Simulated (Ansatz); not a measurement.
Cost and result by functional for the adsorption energy of Br on the 1x1 (100) surface of monoclinic HfO2 (cut with top plane 2 O), one in a 1x1 cell, started at the site 'bridge O-O (span 5.3 Å)', in Ansatz (plane waves, PAW). Single points on the PBE structure, on one kind of machine; costs are rough ratios of the slab run's core time (references not counted) to the cheapest single point. r2SCAN's cost holds its higher cutoff (500 against 420 eV). Differences are taken against r2SCAN for comparison alone: no measured value is at hand, so the table doesn't rank accuracy. The points keep PBE's geometry, so the relaxation of a polaron and the settling of charge on one site are left out.

Host crystal: monoclinic HfO2, with a band gap (PBE, scalar-relativistic without spin-orbit coupling).

Slab: 25 atoms, 9.3 Å thick at the start under the adsorbate (thin: gaps and levels are the slab's own); k 4x4x1, smearing 0.01 eV, dipole-corrected; 12 atoms held, the rest relaxed; no symmetry held; spin-polarised, ending with about 1.0 μB a cell; orders that need a larger cell were not tried, no spin-orbit, no U, no dispersion correction. At the end it is bonded to Hf. In PBE it is, or lies within 0.03 eV of, the lowest of the starts that converged. These notes are the PBE run's. RPBE: The program's check for a lower electronic state was not made. r2SCAN: The program's check for a lower electronic state was not made. Adsorption energies are against ½ Br2(g). A negative adsorption energy means that the adsorbate is more stable on the surface than in its reference.

```
functional                     relative cost  adsorption energy (eV)  less r2SCAN (eV)
-----------------------------  -------------  ----------------------  ----------------
RPBE                                       1                    0.24              0.40
r2SCAN                                     2                   -0.16              0.00
PBE (the relaxed run's value)              –                    0.04              0.21
```

The values span 0.40 eV, while the single points' costs differ by a factor of roughly 2. Differences are of unrounded values.

Ansatz is a first-principles code.
